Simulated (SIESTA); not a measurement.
## Several settings converged on Sb (R-3m, 2 atoms in the cell)

```
Sb
1.0
    3.97713    -2.16578     0.00000
    3.97713     2.16578     0.00000
    2.79774     0.00000     3.56101
Sb
2
Direct
  0.23791   0.23791   0.23791
  0.76650   0.76650   0.76650
```

Base method: GGA PBEsol, numerical atomic orbitals DZP, PseudoDojo PBEsol standard norm-conserving potentials (rewritten from UPF to PSML) (SIESTA).

Base settings: XC.functional = GGA; XC.authors = PBEsol; potentials = PseudoDojo PBEsol standard; PAO.BasisSize = DZP; PAO.EnergyShift = 0.005 Ry; MeshCutoff = 300 Ry; kgrid.MonkhorstPack = 3 3 3; OccupationFunction = FD; ElectronicTemperature = 1160.45 K; MaxSCFIterations = 150.

Core times come from one kind of shared machine, to one figure; runs under 30 s give none.

**The setting basis size**

Level: DFT, GGA PBEsol, numerical atomic orbitals TZDP, PseudoDojo PBEsol standard norm-conserving potentials (rewritten from UPF to PSML).

Moved along: PAO.BasisSize.

The second cell is the first with its lattice scaled by 0.98.

The mesh stays at the base's, so the ladder's end is converged at best in this setting alone.

The sets are ordered by size and need not be nested.

Only quantities that move along the ladder and can be compared are tabulated; the gap is left out on so coarse a mesh.

| basis (functions) | energy of the compressed cell less the first (meV/atom) | pressure (GPa) | largest difference of a force vector from the last step's (eV/Å) |
|---|---|---|---|
| SZ (18) | 85.60 | 4.92 | 0.457 |
| DZ (26) | 32.07 | 0.49 | 0.265 |
| SZP (28) | 39.94 | 1.39 | 0.382 |
| DZP (36) | 22.38 | -0.03 | 0.091 |
| TZP (44) | 24.33 | 0.08 | 0.054 |
| TZDP (54) | 21.16 | -0.28 | 0.000 |

Coarsest basis (functions) that holds the pressure within 1 GPa of the last step, with all finer ones: DZP (36); the step before is off by 1.7 GPa.

Coarsest basis (functions) that holds the forces within 0.02 eV/Å: not settled: the last two steps still differ by 0.054 eV/Å, over half the tolerance, so the ladder does not show it.

Coarsest basis (functions) that holds the energy of the compressed cell less the first within 2 meV/atom: not settled: the last two steps still differ by 3.2 meV/atom, over half the tolerance, so the ladder does not show it.

**The relaxed cell against the cutoff**

On Sb (R-3m, 2 atoms in the cell): atoms on their sites.

In this ladder: MD.TypeOfRun = FIRE; MD.Steps = 40; MD.MaxForceTol = 0.02 eV/Ang; MD.VariableCell = true; MD.MaxStressTol = 0.05 GPa.

The mesh stays at the base's, so the ladder's end is converged at best in this setting alone.

Only quantities that move along the ladder and can be compared are tabulated; the gap is left out on so coarse a mesh.

```tsv
MeshCutoff	relaxed volume (Å³/atom)	relaxation steps	core time / last (rough)
150 Ry (179 Ry used)	31.067	39	0.3
180 Ry (205 Ry used)	30.986	32	0.2
210 Ry (263 Ry used)	30.946	20	0.2
255 Ry (263 Ry used)	30.927	35	0.3
300 Ry (331 Ry used)	30.836	13	0.2
450 Ry (478 Ry used)	30.807	27	0.5
600 Ry (605 Ry used)	30.805	27	1
```

Coarsest MeshCutoff that holds the relaxed volume within 0.062 Å³/atom of the last step, with all finer ones: 300 Ry (331 Ry used), at about 0.2 of the last step's time; the step before is off by 0.12 Å³/atom.

At the lowest cutoff the cell relaxes to a volume 0.9 % larger than at the highest.

On the base run: the starting cell has typed, rounded lattice constants, without a prior relaxation at this level. Its lattice was rescaled by up to half a per cent. One atom was moved a little off its site on purpose. Values carry the incompleteness of an atom-centred basis.

Left out of this page: 1 run of the series outside the window shown, repeating another row's setting, or not comparable.
